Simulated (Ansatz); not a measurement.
Ansatz (a program for electronic structure) is run on SnMo3 (Pm-3n, 8 atoms in the cell), and the run fails. The aim is a self-consistent single point with DFT, PBEsol, plane waves, default PAW files made with PBE.

Cell that was meant: a = 5.0999 Å, b = 5.0999 Å, c = 5.0999 Å, α = 90.00°, β = 90.00°, γ = 90.00°.

Part of the input:

Ansatz 0.2 input:
```yaml
    - { symbol: Mo, position: [0.00000000, 0.50000000, 0.75000000] }
    - { symbol: Mo, position: [0.00000000, 0.50000000, 0.25000000] }
basis:
  ecutwfc: 30
kpoints:
  mp_grid: { grid: [7, 7, 7] }
hamiltonian:
```

Output (repeated stretches shortened):

```
Error: inconsistent input (basis.ecutwfc, kpoints): the smallest per-k basis holds n_pw = 48 plane waves (k-point 10, counted from 0 among those solved) but the deck needs at least 57 band(s) per channel, and no run solves more bands than the smallest per-k basis has plane waves; raise basis.ecutwfc until the smallest per-k basis, which caps the automatic band count, holds at least 57 plane waves
```

### Question
From the messages shown, name the fault and mend the input.

### Answer
The fault is this: a cutoff meant in Ry typed as a bare number, read as eV; here the program stops on it instead of giving results. To fix it, convert the value to the unit that the key expects. The program stopped before any SCF iteration.

An input that runs soundly differs in these lines (not the only fix; some lines may just follow from the change or write a value another way):
```diff
-  ecutwfc: 30
+  ecutwfc: 420.0 eV
```

With that input, the run converged in 6 iterations: free energy E − TS (on the zero of these files) -41284.1799 eV; Fermi level (on the code's own zero) 19.62 eV; pressure -4.97 GPa (DFT, PBEsol, plane waves, default PAW files made with PBE).

On the sound input: the starting cell comes from a database of computed structures (which also holds hypothetical and non-ambient phases and stackings), without a prior relaxation at this level. Spin polarisation is off. With a pressure of about -5 GPa the cell is away from its equilibrium volume at this level. Ansatz's pressure includes its estimate of the finite-basis (Pulay) stress.
